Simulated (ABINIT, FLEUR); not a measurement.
A FLEUR input for a self-consistent single point of CaCu₂P₂ (I4/mmm, 5 atoms in the cell) (DFT, LDA (Vosko-Wilk-Nusair), all-electron FLAPW (FLEUR), scalar-relativistic valence):

Input of the input generator:

```
scf Ca(CuP)2
&input film=f /
-0.3573938834 0.3573938834 0.8628668636
0.3573938834 -0.3573938834 0.8628668636
0.3573938834 0.3573938834 -0.8628668636
10.5921913787
1.0 1.0 1.0

5
20 0.0000000000 0.0000000000 0.0000000000
29 0.7500000000 0.2500000000 0.5000000000
29 0.2500000000 0.7500000000 0.5000000000
15 0.6187800000 0.6187800000 0.0000000000
15 0.3812200000 0.3812200000 0.0000000000

&comp jspins=1 /
&exco xctyp='vwn' /
&kpt div1=9 div2=9 div3=9 /
&end /
```

```xml
<?xml version="1.0" encoding="UTF-8" standalone="no"?>
<fleurInput fleurInputVersion="0.39">
   <comment>
      scf Ca(CuP)2                                                                                        
   </comment>
   <calculationSetup>
      <cutoffs Kmax="4.0" Gmax="16.0" GmaxXC="16.0" numbands="0"/>
      <scfLoop itmax="60" minDistance="0.00001" maxIterBroyd="99" imix="Anderson" alpha="0.05" precondParam="0.0" spinf="2.0"/>
      <coreElectrons ctail="T" frcor="F" kcrel="0" coretail_lmax="0"/>
      <xcFunctional name="vwn" relativisticCorrections="F"/>
      <magnetism jspins="1"/>
      <soc l_soc="F" theta="0.0" phi="0.0" spav="F"/>
      <expertModes spex="0" secvar="F"/>
      <geometryOptimization l_f="T" forcealpha="1.0" forcemix="BFGS" epsdisp="0.00001" epsforce="0.00001"/>
      <ldaU l_linMix="F" mixParam="0.05" spinf="1.0"/>
   </calculationSetup>
   <cell>
      <bzIntegration valenceElectrons="42.0" mode="gauss" fermiSmearingEnergy="0.00367493">
         <kPointListSelection listName="default-1"/>
         <!-- k-points included here -->
         <xi:include xmlns:xi="http://www.w3.org/2001/XInclude" href="kpts.xml"> </xi:include>
      </bzIntegration>
      <!-- symmetry operations included here -->
      <xi:include xmlns:xi="http://www.w3.org/2001/XInclude" href="sym.xml"> </xi:include>
      <bulkLattice scale="1.0">
         <bravaisMatrix>
            <row-1>   -3.7855844105495935     3.7855844105495935     9.1396509535898289</row-1>
            <row-2>    3.7855844105495935    -3.7855844105495935     9.1396509535898289</row-2>
            <row-3>    3.7855844105495935     3.7855844105495935    -9.1396509535898289</row-3>
         </bravaisMatrix>
      </bulkLattice>
   </cell>
   <atomSpecies>
      <species name="Calcium (Ca)" element="Ca" atomicNumber="20">
         <mtSphere radius="2.63" gridPoints="925" logIncrement="0.013"/>
         <atomicCutoffs lmax="10" lnonsphr="8"/>
         <electronConfig flipSpins="F">
            <coreConfig>(1s1/2) (2s1/2) (2p1/2) (2p3/2)</coreConfig>
            <valenceConfig>(3s1/2) (3p1/2) (3p3/2) (4s1/2)</valenceConfig>
         </electronConfig>
         <energyParameters s="4" p="4" d="3" f="4"/>
         <lo type="SCLO" l="0" n="3" eDeriv="0"/>
         <lo type="SCLO" l="1" n="3" eDeriv="0"/>
      </species>
      <species name="Copper (Cu)" element="Cu" atomicNumber="29">
         <mtSphere radius="2.11" gridPoints="745" logIncrement="0.016"/>
         <atomicCutoffs lmax="8" lnonsphr="6"/>
         <electronConfig flipSpins="F">
            <coreConfig>(1s1/2) (2s1/2) (2p1/2) (2p3/2) (3s1/2) (3p1/2) (3p3/2)</coreConfig>
            <valenceConfig>(4s1/2) (3d3/2) (3d5/2)</valenceConfig>
            <stateOccupation state="(4s1/2)" spinUp="0.5" spinDown="0.5"/>
         </electronConfig>
         <energyParameters s="4" p="4" d="3" f="4"/>
         <lo type="HELO" l="2" n="4" eDeriv="0"/>
      </species>
      <species name="Phosphorous (P)" element="P" atomicNumber="15">
         <mtSphere radius="1.99" gridPoints="701" logIncrement="0.016"/>
         <atomicCutoffs lmax="8" lnonsphr="6"/>
         <electronConfig flipSpins="F">
            <coreConfig>(1s1/2) (2s1/2) (2p1/2) (2p3/2)</coreConfig>
            <valenceConfig>(3s1/2) (3p1/2) (3p3/2)</valenceConfig>
            <stateOccupation state="(3p1/2)" spinUp="0.5" spinDown="0.5"/>
            <stateOccupation state="(3p3/2)" spinUp="1.0" spinDown="1.0"/>
         </electronConfig>
         <energyParameters s="3" p="3" d="3" f="4"/>
      </species>
   </atomSpecies>
   <atomGroups>
      <atomGroup species="Calcium (Ca)">
         <relPos label="                   1">.0000000000 .0000000000 .0000000000</relPos>
         <force calculate="T" relaxXYZ="TTT"/>
      </atomGroup>
      <atomGroup species="Copper (Cu)">
         <relPos label="                   2">-1.000/4.000 1.000/4.000 1.000/2.000</relPos>
         <relPos label="                   3">1.000/4.000 -1.000/4.000 1.000/2.000</relPos>
         <force calculate="T" relaxXYZ="TTT"/>
      </atomGroup>
      <atomGroup species="Phosphorous (P)">
         <relPos label="                   4">-.3812200000 -.3812200000 .0000000000</relPos>
         <relPos label="                   5">.3812200000 .3812200000 .0000000000</relPos>
         <force calculate="T" relaxXYZ="TTT"/>
      </atomGroup>
   </atomGroups>
   <output dos="F" band="F" slice="F">
      <checks vchk="F" cdinf="F"/>
      <bandDOS minEnergy="-.5*Htr" maxEnergy="0.5*Htr" sigma="0.015" storeEVData="T"/>
      <vacuumDOS vacdos="F" integ="F" star="F" nstars="0" locx1="0.0" locy1="0.0" locx2="0.0" locy2="0.0" nstm="0" tworkf="0.0"/>
      <unfoldingBand unfoldBand="F" supercellX="1" supercellY="1" supercellZ="1"/>
      <plotting iplot="0" polar="F">
         <plot TwoD="T" vec1="  1.0  0.0  0.0" vec2="  0.0  1.0  0.0" vec3="  0.0  0.0  1.0" zero="  0.0  0.0  0.0" file="plot"/>
      </plotting>
      <chargeDensitySlicing numkpt="0" minEigenval="0.0" maxEigenval="0.0" nnne="0" pallst="F"/>
      <specialOutput eonly="F"/>
      <magneticCircularDichroism mcd="F" energyLo="-10.0" energyUp="0.0"/>
   </output>
  <!-- We include the file relax.xml here to enable relaxations (see documentation) -->
  <xi:include xmlns:xi="http://www.w3.org/2001/XInclude" href="relax.xml"> <xi:fallback/> </xi:include>
</fleurInput>
```

Write the same calculation as an input for ABINIT.

One input that does it (others would too):

```
# Ca(CuP)2, JTH v2.0 LDA PAW
pp_dirpath "./"
pseudos "Ca.LDA_PW-JTH.xml, Cu.LDA_PW-JTH.xml, P.LDA_PW-JTH.xml"
acell 3*1.0 Angstrom
rprim
        -2.0032450000    2.0032450000    4.8364950000
         2.0032450000   -2.0032450000    4.8364950000
         2.0032450000    2.0032450000   -4.8364950000
natom 5
ntypat 3
znucl 20 29 15
typat 1 2 2 3 3
xcart
         0.0000000000    0.0000000000    0.0000000000
        -0.0000000000    3.7855844105    4.5698254766
         3.7855844105   -0.0000000000    4.5698254766
        -0.0000000000   -0.0000000000   11.3108664335
        -0.0000000000   -0.0000000000    6.9684354727
ecut 30 Ha
pawecutdg 60 Ha
pawxcdev 0
occopt 7
tsmear 0.1 eV
nband 37
kptopt 1
ngkpt 9 9 9
nshiftk 1
shiftk 0 0 0
nstep 80
tolvrs 1.0e-11
prtwf 0
prtden 0
prtvol 1
```

Basis settings and potentials, where a program has them, do not carry over. This input uses DFT, LDA (PW92), plane waves, PAW (JTH v2.0 LDA PAW). LDA parametrisations can differ slightly between programs.

The starting cell comes from a database of computed structures (which also holds hypothetical and non-ambient phases and stackings), without a prior relaxation at this level.
